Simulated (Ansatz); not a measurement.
The reference is GaSb in the zinc blende structure (space group F-43m, No. 216; a = 6.0488 Å). Axes: x, y, z lie along the cube axes.

Computed with LDA in Ansatz (plane waves to 420 eV, PAW, no spin-orbit coupling).

Base values:

```
Quantity                           Result
-----------------------------  ----------
Pressure                         0.00 GPa
Shortest interatomic distance  4.950 bohr
```

Now apply this change: the cell is compressed by 2.50 % along z with no lateral relaxation; the atoms relax in the strained cell.

**Question.** What does the calculation give for the pressure after the change?

**Answer.** The pressure (mean of the normal stresses, compression positive) goes from zero to 1.49 GPa.

**Question.** What does the calculation give for the shortest interatomic distance after the change?

**Answer.** The shortest interatomic distance falls by 0.041 bohr (4.950 bohr → 4.909 bohr).

**Question.** How does this affect the energy relative to the base?

**Answer.** The energy grows by 4.8 meV/atom.

Whether these cells are dynamically stable was not tested.

Ansatz is a quantum-chemistry and plane-wave program.
